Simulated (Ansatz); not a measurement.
The reference is Cs in the bcc (W type) structure (space group Im-3m, No. 229).

```xyz
1
Lattice="-3.0053 3.0053 3.0053 3.0053 -3.0053 3.0053 3.0053 3.0053 -3.0053" Properties=species:S:1:pos:R:3 pbc="T T T"
Cs     0.0000     0.0000     0.0000
```

All numbers come from plane-wave PAW DFT at the PBEsol level (Ansatz, a program for electronic structure, 420 eV), scalar-relativistic without spin-orbit coupling.

One change was made to it. Results:

| quantity | base | after |
|---|---|---|
| lattice parameter a | 6.011 Å | 4.323 Å |
| band gap | zero | zero |

What was done to the base?
(A) Cs → Ba
(B) Cs → Ca
(C) Cs → Sr

B, Cs → Ca. For comparison, the lattice parameter a in the other runs: Cs → Ba gives 4.882 Å; Cs → Sr gives 4.674 Å.

No phonon test of stability was made. All final runs are without spin polarisation. This is not the structure that Ca has at room temperature and ambient pressure. This is not the structure that Sr has at room temperature and ambient pressure.
